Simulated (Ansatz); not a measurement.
Input:

```
CELL_PARAMETERS angstrom
      4.75738     0.00000     0.00000
      0.00000     4.75738     0.00000
      0.00000     0.00000     3.23381
ATOMIC_POSITIONS crystal
  Sn 0.00000 0.00000 0.00000
  Sn 0.50000 0.50000 0.50000
  O  0.30651 0.30651 0.00000
  O  0.69349 0.69349 0.00000
  O  0.80651 0.19349 0.50000
  O  0.19349 0.80651 0.50000
```

The numbers are results of r2SCAN, rigid bands (plane waves, PAW, scalar-relativistic; Ansatz, an electronic-structure program), not measurements. Condition of this run: uniaxial stress along c of -2 GPa (compression positive) (the target of the relaxation). Cell: cell and atoms relaxed with PBEsol, then loaded as said.

### Question
Predict the hole conductivity mass (n e² τ/σ) at 300 K, by direction if it differs.

### Answer
1.48 (x), 1.48 (y), 1.93 (z) mₑ.

### Question
Predict the electron conductivity mass (n e² τ/σ) at 300 K, by direction if it differs.

### Answer
0.23 (x), 0.23 (y), 0.194 (z) mₑ.

### Question
And the band gap?

### Answer
1.64 eV at this level; semilocal functionals usually fall short of the measured gap.

Rigid bands, one relaxation time for all states, no polarons. Spin-orbit coupling is left out; where it splits the top of the valence band it changes the hole mass and lowers the gap by about a third of the splitting. Geometry: cell and atoms relaxed with PBEsol.
